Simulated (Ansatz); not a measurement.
System: ScF3 (within 0.1 Å of Pm-3m, No. 221, 4 atoms in the cell; start mp-559092). Method: r²SCAN-D4 (Ansatz, an electronic-structure program, PAW).

Run with plane-wave cutoff 500 eV, 10×10×10 k mesh, gaussian smearing 0.02 eV, scalar-relativistic PAW data made under PBE.

Cell (relaxed at this level):

```cif
data_F3Sc
_chemical_formula_sum 'Sc1 F3'
_space_group_name_H-M_alt 'Pm-3m'
_space_group_IT_number 221
_space_group_name_Hall '-P 4 2 3'
_cell_length_a 4.02469
_cell_length_b 4.02469
_cell_length_c 4.02469
_cell_angle_alpha 90.000
_cell_angle_beta 90.000
_cell_angle_gamma 90.000
loop_
_atom_site_label
_atom_site_type_symbol
_atom_site_symmetry_multiplicity
_atom_site_Wyckoff_symbol
_atom_site_fract_x
_atom_site_fract_y
_atom_site_fract_z
_atom_site_occupancy
Sc1 Sc 1 a 0.00000 0.00000 0.00000 1
F1 F 3 d 0.00000 0.00000 0.50000 1
```

Question: What does this level give for the band gap?

Answer: 
- band gap: 7.01 eV (on the SCF k mesh)

Computed values are for the static lattice.

It cost roughly 80 core-seconds of CPU time.

A start named mp-… is a Materials Project structure, which need not be a measured phase.
